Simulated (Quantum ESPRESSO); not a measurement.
A self-consistent single point of SbPb (Fm-3m, 2 atoms in the cell) with Quantum ESPRESSO.

Level of theory: LDA (PW92), PseudoDojo standard norm-conserving (LDA) pseudopotentials (plane waves; Quantum ESPRESSO).

```
SbPb
1.0
   -3.15176     0.00000     3.15176
    0.00000     3.15176     3.15176
   -3.15176     3.15176     0.00000
Sb Pb
1 1
Cartesian
 -3.15176   3.15176   3.15176
  0.00000   0.00000   0.00000
```

Reference input (self-consistent single point, DFT, LDA (PW92), plane waves, PseudoDojo standard norm-conserving (LDA) pseudopotentials): ecutwfc = 85 Ry; occupations = smearing; smearing = gauss; degauss = 0.0073499 Ry; potentials = {Sb: Sb.upf, Pb: Pb.upf}; K_POINTS = automatic 5 5 5 0 0 0; conv_thr = 1e-10 Ry; mixing_beta = 0.3. This run's input differs from it in these lines:

```diff
@@ -18,3 +18,3 @@
 &ELECTRONS
- conv_thr = 1.0d-10
+ conv_thr = 7.3e-05
  mixing_beta = 0.3
```

Output, abridged:

```
     Self-consistent Calculation

     iteration #  1     ecut=    85.00 Ry     beta= 0.30

     Threshold (ethr) on eigenvalues was too large:
     Diagonalizing with lowered threshold

     total energy              =    -321.91913146 Ry
     estimated scf accuracy    <       0.00935986 Ry

     iteration #  2     ecut=    85.00 Ry     beta= 0.30

     total energy              =    -321.91900567 Ry
     estimated scf accuracy    <       0.00245208 Ry

     iteration #  3     ecut=    85.00 Ry     beta= 0.30

     total energy              =    -321.91920798 Ry
     estimated scf accuracy    <       0.00037682 Ry

     iteration #  4     ecut=    85.00 Ry     beta= 0.30
     End of self-consistent calculation

     the Fermi energy is     9.7270 ev

!    total energy              =    -321.91922006 Ry
     estimated scf accuracy    <       0.00002401 Ry
     smearing contrib. (-TS)   =      -0.00076912 Ry
     internal energy E=F+TS    =    -321.91845093 Ry

     convergence has been achieved in   4 iterations

     Forces acting on atoms (cartesian axes, Ry/au):

     atom    1 type  1   force =     0.00000000    0.00000000    0.00000000
     atom    2 type  2   force =     0.00000000    0.00000000    0.00000000

     Total force =     0.000000     Total SCF correction =     0.000000

          total   stress  (Ry/bohr**3)                   (kbar)     P=      -17.71
  -0.00012040   0.00000000   0.00000000          -17.71        0.00        0.00
   0.00000000  -0.00012040  -0.00000000            0.00      -17.71       -0.00
   0.00000000  -0.00000000  -0.00012040            0.00       -0.00      -17.71

   JOB DONE.
```

The run converged in 4 iterations. Against the reference run the free energy stays essentially unchanged (within 1 meV/atom) and the pressure goes from -2.25 to -1.77 GPa.

The starting cell comes from a database of computed structures (which also holds hypothetical and non-ambient phases and stackings), without a prior relaxation at this level. Its lattice was rescaled by up to half a per cent.
